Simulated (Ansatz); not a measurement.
The cell is built on a prototype and need not be the phase stable at ambient conditions.

By r2SCAN, the system below comes out a metal.

A figure of merit of an interconnect metal is its ballistic conductance per area.

Here is the system:

```xyz
5
Lattice="3.4313 0.0000 0.0000 0.0000 5.6528 0.0000 1.7157 0.0000 2.9716" Properties=species:S:1:pos:R:3 pbc="T T T"
P      1.7157     4.3317     0.9905
P      3.4313     1.3211     1.9811
Be     0.0000     0.0000     0.0000
Be     1.7157     2.1821     0.9905
Be     3.4313     3.4707     1.9811
```

Space group of this cell: P-3m1. The cell was relaxed by PBE-D3(BJ); by r2SCAN its mean pressure is 5.8 GPa.

The current flows along the normal of the first two printed cell vectors. No spin-orbit coupling; the value is a mean over 0.1 eV about the Fermi level.

### Question
Compute, with r2SCAN (Ansatz, a first-principles code), the ballistic conductance per area.

### Answer
0.17 × 10¹⁵ S/m² for both spins.
